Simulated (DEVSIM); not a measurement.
Structure: abrupt Si p-n junction, at 300 K.

Layer 1 from the left is Si, thickness (μm) 0.780, Na (cm⁻³) 5.6e17, τn (s) 2.7e-5, τp (s) 2.7e-5. Layer 2 from the left is Si, thickness (μm) 2.30, Nd (cm⁻³) 8e15, τn (s) 2.7e-5, τp (s) 2.7e-5.

Left contact: ohmic. Right contact: ohmic. Voltage is applied to the left contact. Recombination: SRH at mid-gap. Mobility is μmin + (μ − μmin)/(1 + (N/Nref)^α).

Constants are typed, rounded textbook-type inputs, not results; the design itself was drawn at random and stands for no fabricated device. Values at 300 K.

Si: gap (eV) 1.124, affinity (eV) 4.05, permittivity 11.7, Nc (cm⁻³) 2.86e19, Nv (cm⁻³) 3.1e19, μn (cm²/Vs) 1417, μp (cm²/Vs) 470, μn,min 52, μp,min 45, Nref,n 9.7e16, Nref,p 2.2e17, αn 0.68, αp 0.72.

Problem. Estimate by hand the built-in potential, the peak field at zero bias, the capacitance at -3 V, and compare with a numerical solution.

Solution. 
- Built-in potential: ni = √(Nc Nv) exp(−Eg/2kT) = 1.08e10 cm⁻³ with Eg = 1.124 eV; Vbi = kT/q ln(Na Nd/ni²) = 0.809 V; numerical 0.809 V.
- Peak field at zero bias: depletion approximation: W = √(2εVbi/(qN)) = 0.364 μm with N = 7.89e15 cm⁻³; field = 2Vbi/W = 44400 V/cm; numerical 54200 V/cm (estimate below by 18 %).
- Capacitance at -3 V: C = √(qεN / 2(Vbi + |V|)) = 13.1 nF/cm²; numerical 13.2 nF/cm² (estimate below by 0.71 %).

Model (solved in DEVSIM): 1D drift-diffusion, Boltzmann statistics, complete ionisation; no tunnelling, impact ionisation, image-force lowering or self-heating.
